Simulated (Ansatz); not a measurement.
For CsCl-type CoAl, PBEsol in Ansatz (PAW) gives:

```
Quantity                       Result
---------------------  --------------
lattice constant a            2.823 Å
bulk modulus                  194 GPa
cohesive energy          5.44 eV/atom
enthalpy of formation  -0.616 eV/atom
```

**Question.** What does r²SCAN-D4 (plane waves, PAW; Ansatz, a first-principles code) give for the same quantities?

**Answer.** 
- lattice constant a: 2.815 Å (drops by 0.3 %)
- bulk modulus: 203 GPa (increases by 4.6 %)
- cohesive energy: 4.84 eV/atom (decreases by 0.60 eV/atom)
- formation enthalpy: -0.559 eV/atom (moves by +0.057 eV/atom)

For comparison: lattice constant a 2.861 Å (measured, room temperature, no zero-point or thermal correction; as tabulated in Yamada et al. (2019), arXiv:1910.09660); bulk modulus 162 GPa (measured, room temperature, no zero-point or thermal correction; as tabulated in Yamada et al. (2019), arXiv:1910.09660); formation enthalpy -0.537 ± 0.01 eV/atom (measured, 298 K, copied from a table, unchecked, no zero-point or thermal correction; as tabulated in Wang et al. (2021), doi:10.1038/s41598-021-94550-5).

Changes are worked out from the printed values.

Unless a cell is named, each level is at its own relaxed cell (PBEsol 11.25, r²SCAN-D4 11.15 Å³/atom).

The crystal itself was run without spin with PBEsol, r²SCAN-D4; a magnetic state was not tried in these runs.

Ansatz's density-functional and Hartree–Fock values are scalar-relativistic unless marked +SOC, with PAW data made under PBE.
